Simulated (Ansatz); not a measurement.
Cubic perovskite RbMnF3 was calculated with LDA (Ansatz, a program for electronic structure, PAW).

Settings: plane-wave cutoff 520 eV, 8×8×8 k mesh, Fermi–Dirac smearing 0.01 eV, spin-polarised start, scalar-relativistic PAW data made under PBE.

A third-order Birch–Murnaghan fit to the energies gives V0 = 14.202 Å³/atom, B0 = 83.1 GPa, B′ = 4.8.

| V (Å³/atom) | P (GPa) |
|---|---|
| 13.343 | ___ |
| 13.627 | 3.79 |
| 13.911 | ___ |
| 14.195 | 0.04 |
| 14.479 | -1.54 |
| 14.763 | -2.94 |
| 15.047 | -4.19 |

Q: Estimate the withheld pressures from this fit; the answers are the runs' own values.

A: 
- 13.343, P (GPa): 6.01
- 13.911, P (GPa): 1.80

The formula P = (3/2) B0 (x^(7/3) − x^(5/3)) [1 + (3/4)(B′ − 4)(x^(2/3) − 1)] with x = V0/V meets the computed pressures within 0.02 GPa when these rounded values are put in.

Measured, for comparison: equilibrium volume per atom 15.24 Å³/atom (room temperature, no zero-point or thermal correction; as tabulated in Dubrovin et al. (2021), arXiv:2110.13026). Computed (rounded) less measured: equilibrium volume per atom -6.8 %.

Note: the magnetic order was assumed, not searched for or taken from measurement; the relaxation could not lower the start's symmetry, so the cell can be a saddle point above a distorted one.

The computed numbers hold no vibrational or temperature effects.
